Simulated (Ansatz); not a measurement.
The starting structures come from a database of crystals and need not be the phases stable at ambient conditions.

Input:

```yaml
crystal:
  lattice:
    - [3.80773, 0.00000, 0.00000]
    - [-1.90386, 3.29759, 0.00000]
    - [0.00000, 0.00000, 43.59854]
  atoms:
    - { symbol: Zn, position: [0.00000, 0.00000, 0.14310] }
    - { symbol: Zn, position: [0.33333, 0.66667, 0.64290] }
    - { symbol: Zn, position: [0.33333, 0.66667, 0.21430] }
    - { symbol: Zn, position: [0.66667, 0.33333, 0.07150] }
    - { symbol: Zn, position: [0.00000, 0.00000, 0.85710] }
    - { symbol: Zn, position: [0.00000, 0.00000, 0.57160] }
    - { symbol: Zn, position: [0.33333, 0.66667, 0.78570] }
    - { symbol: Zn, position: [0.33333, 0.66667, 0.35720] }
    - { symbol: Zn, position: [0.33333, 0.66667, 0.00000] }
    - { symbol: Zn, position: [0.00000, 0.00000, 0.42850] }
    - { symbol: Zn, position: [0.66667, 0.33333, 0.92850] }
    - { symbol: Zn, position: [0.66667, 0.33333, 0.28570] }
    - { symbol: Zn, position: [0.66667, 0.33333, 0.49990] }
    - { symbol: Zn, position: [0.66667, 0.33333, 0.71430] }
    - { symbol: S, position: [0.00000, 0.00000, 0.19650] }
    - { symbol: S, position: [0.66667, 0.33333, 0.33930] }
    - { symbol: S, position: [0.00000, 0.00000, 0.91060] }
    - { symbol: S, position: [0.33333, 0.66667, 0.83930] }
    - { symbol: S, position: [0.33333, 0.66667, 0.41060] }
    - { symbol: S, position: [0.66667, 0.33333, 0.55360] }
    - { symbol: S, position: [0.33333, 0.66667, 0.26780] }
    - { symbol: S, position: [0.66667, 0.33333, 0.76790] }
    - { symbol: S, position: [0.66667, 0.33333, 0.98200] }
    - { symbol: S, position: [0.33333, 0.66667, 0.69630] }
    - { symbol: S, position: [0.33333, 0.66667, 0.05360] }
    - { symbol: S, position: [0.00000, 0.00000, 0.48190] }
    - { symbol: S, position: [0.00000, 0.00000, 0.62510] }
    - { symbol: S, position: [0.66667, 0.33333, 0.12510] }
```

Space group of this cell: P3m1. The cell is taken as given.

Transport runs along the normal of the first two printed cell vectors, the (001) plane of the conventional cell.

The gap is the functional's own, uncorrected, and κ follows it; spin-orbit coupling is left out. Mid-gap values are interpolated between the computed energies.

Task: Predict the band gap and the smallest decay constant κ at mid-gap from r2SCAN (Ansatz, a program for electronic structure).

Result: Gap 2.73 eV on a 12×12×1 mesh; κ = 0.174 1/Å, at the zone centre.
